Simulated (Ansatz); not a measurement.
## Ansatz run on InPd3 (I4/mmm, 4 atoms in the cell): self-consistent single point

Method of the run: LDA (PW92), default PAW files made with PBE (plane waves; Ansatz, an electronic-structure program).

The input file:

Ansatz 0.2 input:
```yaml
# InPd3
crystal:
  lattice:
    - [-2.055824, 2.055824, 3.740703]
    - [2.055824, -2.055824, 3.740703]
    - [2.055824, 2.055824, -3.740703]
  atoms:
    - { symbol: In, position_ang: [0.000000, 0.000000, 0.000000] }
    - { symbol: Pd, position_ang: [-0.000000, 2.055824, 1.870351] }
    - { symbol: Pd, position_ang: [2.055824, 0.000000, 1.870351] }
    - { symbol: Pd, position_ang: [0.000000, 0.000000, 3.740703] }
basis:
  ecutwfc: 420.0 eV
kpoints:
  mp_grid:
    grid: [11, 11, 11]
hamiltonian:
  xc: lda
  pseudopotentials:
    kind: paw
scf:
  occupations:
    method: gaussian
    width: 0.1 eV
output:
  forces: true
  eigenvalues: true
  stress: true
```

Log, with long lists cut:

```
WARN ansatz: RAYON_NUM_THREADS=1 ignored (pool sized by the plan → 1); use --threads N
Pseudopotentials: kind: paw
Pseudopotential: In, paw, valence charge 13
Pseudopotential: Pd, paw, valence charge 18
Crystal: 4 atoms, lattice volume = 63.239 Å³
Basis set: ecut = 420 eV, 1225 PW (Γ)
Bands: 41, of which v1, the nominal top of the filled ones, is band 34 counted from 1 (33 counted from 0)
Symmetry: 16 space group operations
Space group: I4/mmm (ITA 139), of the structure as read, at distance tolerance 4.0e-5 Å
k-points: 126 of 1331
PAW frozen core: In, regenerated for the run's functional, and the local potential with it
PAW frozen core: Pd, regenerated for the run's functional, and the local potential with it
Initial density: superposition of atomic densities (neutral atoms: chi_scale 0, normalization atom), corrected by the library's trained network
Initial wavefunctions: pseudopotential atomic-orbital guess
Eigensolver: davidson
Functional: x = slater, c = lda
SCF iter   1: F=—  HF=-25992.800054 eV  |F-HF|=—  |Δ(HF+E_count)|=         —  Δρ=1.56e-2  dr2=1.42e-1  ethr=1.77e-3  ⟨swp⟩=6.2  Hψ=20226  notcnv=0  defer=24
all-band conjugate gradients solve this SCF's bands
preconditioner: auto → Kerker (q_TF=auto, 2.755 Å⁻¹)
SCF iter   2: F=—  HF=-25992.771092 eV  |F-HF|=—  |Δ(HF+E_count)|=   2.90e-2  Δρ=6.55e-3  dr2=2.59e-2  ethr=2.12e-4  ⟨swp⟩=1.3  Hψ=6241  notcnv=0  defer=47
SCF iter   3: F=—  HF=-25992.764368 eV  |F-HF|=—  |Δ(HF+E_count)|=   6.72e-3  Δρ=1.11e-3  dr2=9.77e-4  ethr=3.86e-5  ⟨swp⟩=2.4  Hψ=7107  notcnv=0  defer=47
SCF iter   4: F=—  HF=-25992.764110 eV  |F-HF|=—  |Δ(HF+E_count)|=   2.59e-4  Δρ=2.47e-4  dr2=6.14e-5  ethr=1.46e-6  ⟨swp⟩=2.2  Hψ=6417  notcnv=0  defer=47
SCF iter   5: F=—  HF=-25992.764085 eV  |F-HF|=—  |Δ(HF+E_count)|=   2.46e-5  Δρ=6.16e-5  dr2=4.76e-6  ethr=9.17e-8  ⟨swp⟩=2.3  Hψ=7018  notcnv=0  defer=47
SCF iter   6: F=—  HF=-25992.764083 eV  |F-HF|=—  |Δ(HF+E_count)|=   1.57e-6  Δρ=1.76e-5  dr2=1.39e-7  ethr=7.10e-9  ⟨swp⟩=2.0  Hψ=7157  notcnv=0  defer=47
SCF iter   7: F=-25992.764083 eV  HF=-25992.764083 eV  |F-HF|=5.17e-9  |Δ(HF+E_count)|=   4.17e-8  Δρ=3.81e-6  dr2=9.14e-9  ethr=1.49e-10  ⟨swp⟩=8.4  Hψ=21878  notcnv=0
SCF 1 converged in 7 iterations: F = -25992.764083 eV  dr2 = 9.14e-9
SCF converged after 7 iterations
Free energy (F): -25992.764083 eV
Harris-Foulkes:  -25992.764083 eV  (|F-HF|=5.17e-9)
Internal energy: -25992.755542 eV  (E = F + TS)
E sigma→0 (E₀):  -25992.759813 eV
Entropy (-TS):   -0.008541 eV (-2.135 meV/atom)
Fermi energy:    17.921353 eV
--- Per-component energies (eV) ---
  E_band       = -427.028807
  E_kinetic    = 1790.012857
  E_local      = -6472.828125  (includes V_loc(G=0)·N_el)
  E_nonlocal   = 1040.711429
  E_hartree    = 2627.877522
  E_xc         = -717.877150
  E_vxc        = -736.937224  (∫ρ·V_xc dr)
  E_paw        = -14886.872821  (= ΣΔE_a)
  E_vpaw       = -1303.736538  (= ΣTr[D̂ρ^β])
  E_aug_tail   = 0.000624  (compensation charges beyond the density's cutoff)
  E_ewald      = -9376.106616
  E_core_change = 2.326738  (= ΣΔE_core)
  E_smearing   = -0.008541  (= −TS)
  E_closure    = -0.000000  (closes the sum)
  Σ components = -25992.764083   (vs F -25992.764083, Δ=0.00e0)
--- Forces (eV/Å), atoms counted from 1 ---
  atom   1  In    -0.00000000    -0.00000000    -0.00000000
   [... zero for the other atoms too ...]
  max |Σ_I F_I| component: 1.73e-17 eV/Å
--- Stress (GPa, compression-positive) ---
       -6.837762       0.000000      -0.000000
        0.000000      -6.837762       0.000000
       -0.000000       0.000000      -6.983049
  P = ⅓ Tr σ = -6.8862 GPa (-68.862 kbar)
  The stress holds the Pulay correction. Without it, at fixed plane waves, as pw.x and ABINIT print it: P = -6.9287 GPa
--- Band table (eV; the first three rows and the last of 126) ---
  k-point 0: bands = ["-65.9435", "-65.9229", "-65.7615", "-31.8301", "-31.7726", "-31.7712", "-31.7712", "-31.6941", "-31.6941", "-31.5638", "-31.5638", "-31.4772", "3.8859", "3.9062", "3.9062", "3.9132", "3.9223", "9.0508", "13.5066", "13.5616", [...]
  k-point 1: bands = ["-65.9426", "-65.9236", "-65.7617", "-31.8283", "-31.7795", "-31.7730", "-31.7616", "-31.6996", "-31.6888", "-31.5684", "-31.5623", "-31.4772", "3.8942", "3.9025", "3.9074", "3.9161", "3.9301", "9.2154", "13.5778", "13.6507", [...]
  k-point 2: bands = ["-65.9401", "-65.9254", "-65.7623", "-31.8240", "-31.7951", "-31.7774", "-31.7358", "-31.7160", "-31.6774", "-31.5790", "-31.5586", "-31.4773", "3.8921", "3.9101", "3.9158", "3.9192", "3.9490", "9.6897", "13.2132", "13.7926", [...]
  k-point 125: bands = ["-65.9400", "-65.9234", "-65.7645", "-31.8079", "-31.8030", "-31.7911", "-31.7674", "-31.6653", "-31.6621", "-31.5636", "-31.5635", "-31.5154", "3.8434", "3.8875", "3.8884", "3.9260", "3.9328", "10.9277", "12.5465", [...]
```

The run converged in 7 iterations.

The starting cell comes from a database of computed structures (which also holds hypothetical and non-ambient phases and stackings), without a prior relaxation at this level. Its lattice was rescaled by up to half a per cent. Spin polarisation is off. With a pressure of about -7 GPa the cell is away from its equilibrium volume at this level. Ansatz's pressure includes its estimate of the finite-basis (Pulay) stress.
